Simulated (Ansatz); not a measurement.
The parent structure is NaCl in the rock salt structure (space group Fm-3m, No. 225; a = 5.6955 Å).

One thing is altered: every lattice vector is stretched by 0.50 %, atoms relaxed at fixed cell.

Method: PBE (Ansatz, an electronic-structure program, PAW, scalar-relativistic without spin-orbit coupling).

Base, band edges from the VBM (valence, conduction): X -0.57, 7.43; W -0.71, 8.68; L -0.25, 7.21; Γ 0.00, 5.00; K -0.47, 8.15; U -0.47, 8.15 eV.

Task: Give the band edges at the high-symmetry points of the new zone, measured from its valence-band maximum.

Result: 
```csv
point,valence edge (eV),conduction edge (eV)
Γ,0.00,4.94
X,-0.55,7.38
U,-0.46,8.11
K,-0.46,8.11
L,-0.24,7.18
W,-0.70,8.62
```

The gap is 4.94 eV, direct at Γ.

The cells carry an imposed strain or load. Stability against distortions was not tested.
